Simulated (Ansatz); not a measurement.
How far PBE and PBEsol part for Ag

Start from Ag in the fcc (Cu type) structure (space group Fm-3m, No. 225; a = 4.1486 Å).

(Cell as relaxed with PBE.)

Levels (all Ansatz, an electronic-structure program, PAW): PBE (420 eV, no spin-orbit coupling); PBEsol (420 eV, spin-orbit coupling left out).

Each level relaxes its own structure.

```json
[
 {"quantity": "volume per atom", "PBE": "17.85 Å³", "PBEsol": "___"},
 {"quantity": "lattice parameter a", "PBE": "4.149 Å", "PBEsol": "___"},
 {"quantity": "band gap", "PBE": "zero", "PBEsol": "___"}
]
```

Problem. What does PBEsol give?

Solution. 
- volume per atom, PBEsol: 16.66 Å³
- lattice parameter a, PBEsol: 4.054 Å
- band gap, PBEsol: zero

PBE's volume per atom lies 1.19 Å³ above PBEsol's (7.1 %); PBE's lattice parameter a lies 0.0942 Å above PBEsol's (2.3 %); the two agree on the band gap. Neither level is exact; PBEsol is the comparison here, not a measurement.

Whether these cells are dynamically stable was not tested.
